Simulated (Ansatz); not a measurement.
Input:

```xyz
3
Lattice="4.4731 0.0000 0.0000 2.2366 3.8738 0.0000 0.0000 0.0000 16.8261" Properties=species:S:1:pos:R:3 pbc="T T T"
Mg     3.3548     0.6456     7.6363
Si     1.1183    -0.6456     8.4131
Mg     5.5914     1.9369     9.1898
```

No spin polarisation.

Computed with Kohn–Sham DFT with the PBEsol functional, run in Ansatz (a program for electronic structure) with PAW and 420 eV plane waves, no SOC. Γ-centred 9×9×1 mesh, Fermi–Dirac width 0.05 eV. The cell is a slab with vacuum along z.

Question: Predict the gap character and band gap.

Answer: 
* **Gap character**: indirect, Γ → M
* **Band gap**: 0.76 eV

Whether these cells are dynamically stable was not tested. The cell was made from Mg2Si (space group Fm-3m, No. 225) by this change: a free-standing slab of 1 layer (3 atoms, 3 a layer) is cut normal to [111], with 15 Å of vacuum and the in-plane cell held at bulk.
